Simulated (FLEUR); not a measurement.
A self-consistent single point of Li (Im-3m, 1 atom in the cell) with FLEUR.

Level of theory: FLEUR with PBEsol, all-electron FLAPW (FLEUR), scalar-relativistic valence.

```xyz
1
Lattice="-1.7502 1.7502 1.7502 1.7502 -1.7502 1.7502 1.7502 1.7502 -1.7502" Properties=species:S:1:pos:R:3 pbc="T T T"
Li     0.0000     0.0000     0.0000
```

Reference input (self-consistent single point, DFT, PBEsol, all-electron FLAPW (FLEUR), scalar-relativistic valence): Kmax = 3.8 1/bohr; GmaxXC = 15.2 1/bohr; xcFunctional = PBEs; jspins = 1; l_soc = F; mode = hist; fermiSmearingEnergy = 0.00367493 Htr; mesh (inpgen div1-3) = 9 9 9; inpgen gamma flag = false; Gmax = 15.2 1/bohr; numbands = 0; maxIterBroyd = 40. This run's input differs from it in these lines:

```diff
@@ -14,3 +14,3 @@
 &exco xctyp='PBEs' /
-&kpt div1=9 div2=9 div3=9 /
+&kpt div1=5 div2=5 div3=5 /
 &end /
@@ -34,3 +34,3 @@
    <cell>
-      <bzIntegration valenceElectrons="1.0" mode="hist" fermiSmearingEnergy="0.00367493">
+      <bzIntegration valenceElectrons="1.0" mode="hist" fermiSmearingEnergy="0.00183747">
          <kPointListSelection listName="default-1"/>
```

The program printed (abridged):

```
      Welcome to FLEUR        (www.flapw.de)
      MaX-Release 8.1          (www.max-centre.eu)

 ========== k-point set info ==========
 Selected k-point list: default-1
 k-point list type: mesh
 5 x 5 x 5
 Number of k points: 10

 ------------Calculation Setup---------------------------
           1           2           5          10
 Number of basis functions:          141
 Instability in determination of fermi-level,
 doubled temperature broading to continue
 Instability in determination of fermi-level,
 doubled temperature broading to continue
 Instability in determination of fermi-level,
 doubled temperature broading to continue
 Instability in determination of fermi-level,
 doubled temperature broading to continue
 Instability in determination of fermi-level,
 doubled temperature broading to continue
 Instability in determination of fermi-level,
 doubled temperature broading to continue
 Instability in determination of fermi-level,
 doubled temperature broading to continue
 Instability in determination of fermi-level,
 doubled temperature broading to continue
 Instability in determination of fermi-level,
 doubled temperature broading to continue
 Instability in determination of fermi-level,
 doubled temperature broading to continue
 Instability in determination of fermi-level,
 doubled temperature broading to continue
 Instability in determination of fermi-level,
 doubled temperature broading to continue
 Instability in determination of fermi-level,
 doubled temperature broading to continue
 Instability in determination of fermi-level,
 doubled temperature broading to continue
 Instability in determination of fermi-level,
 doubled temperature broading to continue
 Instability in determination of fermi-level,
 doubled temperature broading to continue
 Instability in determination of fermi-level,
 doubled temperature broading to continue
 Instability in determination of fermi-level,
 doubled temperature broading to continue
 Instability in determination of fermi-level,
 doubled temperature broading to continue
 Instability in determination of fermi-level,
 doubled temperature broading to continue
 Instability in determination of fermi-level,
 doubled temperature broading to continue
**************FLEUR-Error*****************
Error message: Determination of fermi-level did not converge
Error occurred in subroutine: ef_newton
Hint: change temp. broad., set gauss = T, or use finer k mesh
Error from PE:0/1
 Last known location:
```

The program stopped with an error. 

The starting cell has typed, rounded lattice constants, without a prior relaxation at this level. Its lattice was rescaled by up to half a per cent. Values depend on the basis (sphere radii, cutoffs, local orbitals), which need not be converged.
